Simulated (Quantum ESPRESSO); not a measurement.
## Equation of state of CuAu-type CuAu (space group 123): energy against volume (Quantum ESPRESSO, PBE)

```
CuAu
1.0
    2.75021     0.00000     0.00000
    0.00000     2.75021     0.00000
    0.00000     0.00000     3.60474
Cu Au
1 1
Direct
  0.00000   0.00000   0.00000
  0.50000   0.50000   0.50000
```

Method: PBE, PSlibrary PAW (PBE) pseudopotentials (plane waves; Quantum ESPRESSO). Settings: ecutwfc = 65 Ry; ecutrho = 585 Ry; occupations = smearing; smearing = fd; degauss = 0.0036749 Ry; potentials = {Cu: Cu.pbe-dn-kjpaw_psl.1.0.0.UPF, Au: Au.pbe-n-kjpaw_psl.1.0.0.UPF}; K_POINTS = automatic 21 21 16 0 0 0; conv_thr = 1e-10 Ry; mixing_beta = 0.4. The cell above is the first row's. The rows scale it uniformly. In all rows fractional positions and the k mesh are held. E is the free energy at the stated smearing, counted from the lowest row.

| V (Å^3/atom) | E (meV/atom) |
|---|---|
| 13.6326 | 73.87 |
| 13.9289 | 44.29 |
| 14.2253 | 23.04 |
| 14.5216 | 9.14 |
| 14.8180 | 1.72 |
| 15.1144 | 0.00 |
| 15.4107 | 3.30 |
| 15.7071 | 11.01 |
| 16.0034 | ? |

Using the third-order Birch-Murnaghan form, a cubic in V^(-2/3), estimate the missing E at V = 16.0034 from the other rows, showing the fit.

With u = V^(-2/3) - 0.167, the rows have u = 0.008232, 0.005738, 0.003330, 0.001006, -0.001242, -0.003417, -0.005520, -0.007558. Least squares gives E = 5.104 + 3436.49·u + 576893·u² + 2483542·u³. Residuals (row less fit): -0.002, 0.004, 0.004, -0.007, -0.001, 0.002, 0.005, -0.003; standard error 0.006 (degrees of freedom: 4). Its minimum lies at u = -0.003038, so V0 = (0.163962)^(-3/2) = 15.06. There d²E/du² = 1109000 and d³E/du³ = 1.490e7, so B0 = (4/9) × 15.06^(-7/3) × 1109000 × 0.160218 = 141 GPa (the last factor turns the table's units into GPa), and B0' = 4 + (2/3) × 0.163962 × (1.490e7)/1109000 = 5.5. The program's pressures in the fitted runs (not shown) pass through zero at V = 15.06, 0.01 % from this V0. At the withheld row, u = -0.009532, so E = 5.104 + 3436.49 × (-0.009532) + 576893 × (-0.009532)² + 2483542 × (-0.009532)³ = 22.612 meV/atom. The calculation gives 22.60 meV/atom, 0.012 meV/atom below the prediction (under 0.05 % of the range of E in the table). The row lies outside the fitted rows, so this is an extrapolation. From the scatter of the fitted rows alone, a prediction at this place has a standard error of 0.014 meV/atom, so the miss is 0.9 times that.

Carrying the step between the two nearest rows on in a straight line would have given 18.72, off by 3.88; series whose last step already gives the withheld value aren't shown. The scan was laid around a cell of about the measured size, scaled by a guess for this functional; axis ratios and inner coordinates come from that cell. The runs keep the symmetry of the cell, so they don't test it for distortions. Spin polarisation is off. Spin-orbit coupling is off. The shape of the cell and the inner coordinates aren't relaxed, so V0 and B0 belong to this uniform scaling; a relaxed crystal lies no higher in energy and is usually softer. Cutoffs and mesh are single choices, not tested for convergence of this quantity. Series with a scatter that would blur these digits, or in which a gap closes, are not shown. Nor are scans whose minimum lies at an end fitted in this form.
